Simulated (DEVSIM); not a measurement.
System: Pt/SiON/p-Si capacitor, at 250 K.

```
layer (left to right)  material  thickness (nm)  Na (cm⁻³)
---------------------  --------  --------------  ---------
1                          SiON            4.00          -
2                            Si             500     1.3e18
```

Metal gate on the left, work function 5.6 eV. Fixed charge at the semiconductor interface 0 cm⁻² (in units of +e); no interface traps.

The device is made up for the run: typed textbook-type constants, with dimensions and the other settings drawn at random. Values at 300 K; Nc and Nv go as T^1.5, mobilities as T to minus their exponent, the gap by Varshni's rule with the affinity fixed.

| parameter | SiON | Si |
|---|---|---|
| gap (eV) | 7 | 1.124 |
| affinity (eV) | 1.4 | 4.05 |
| permittivity | 5.5 | 11.7 |
| Nc (cm⁻³) | - | 2.86e19 |
| Nv (cm⁻³) | - | 3.1e19 |
| Varshni α (eV/K) | - | 0.000473 |
| Varshni β (K) | - | 636 |

Simulated with DEVSIM: 1D Poisson equation in equilibrium, Boltzmann statistics, complete ionisation; no quantum confinement or tunnelling. Metal contacts follow the ideal Schottky-Mott rule: no Fermi-level pinning, no interface dipoles.

The SiON thickness was swept, all else fixed.

| SiON thickness (μm) | capacitance of the dielectric stack (μF/cm²) | minimum of the low-frequency capacitance (μF/cm²) | threshold voltage (band bending 2φF) (V) |
|---|---|---|---|
| 0.0016 | 3.04 | 0.315 | 1.71 |
| 0.0022 | 2.21 | 0.306 | 1.79 |
| 0.0028 | 1.74 | ? | ? |
| 0.0034 | 1.43 | 0.283 | 1.95 |
| 0.004 | 1.22 | 0.273 | 2.03 |
| 0.0048 | 1.01 | 0.261 | 2.14 |

Question: Complete the blanks.

Answer: 
- 0.0028, minimum of the low-frequency capacitance (μF/cm²): 0.296
- 0.0028, threshold voltage (band bending 2φF) (V): 1.87
